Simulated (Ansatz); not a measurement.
The starting structures come from a database of crystals and need not be the phases stable at ambient conditions.

By PBEsol, the system below comes out a metal.

The ballistic (Sharvin) conductance counts the channels at the Fermi level: G/A = (e²/h) × channels of both spins per area.

Given:

```yaml
crystal:
  lattice:
    - [3.07005, 0.00000, 0.00000]
    - [-1.53503, 2.65874, 0.00000]
    - [0.00000, 0.00000, 4.81878]
  atoms:
    - { symbol: W, position: [0.33333, 0.66667, 0.74633] }
    - { symbol: W, position: [0.66667, 0.33333, 0.25367] }
    - { symbol: C, position: [0.00000, 0.00000, 0.00000] }
```

Space group of this cell: P-3m1. The cell is strained (lengths along the current scaled by 1.03, ions clamped); by PBEsol its mean pressure is -19.1 GPa.

The current flows along the normal of the first two printed cell vectors, the (001) (indices of the unstrained crystal) plane of the conventional cell. No spin-orbit coupling; the value is a mean over 0.1 eV about the Fermi level.

Question: Predict the ballistic conductance per area from PBEsol (Ansatz, an electronic-structure program).

Answer: 1.1 × 10¹⁵ S/m² for both spins.
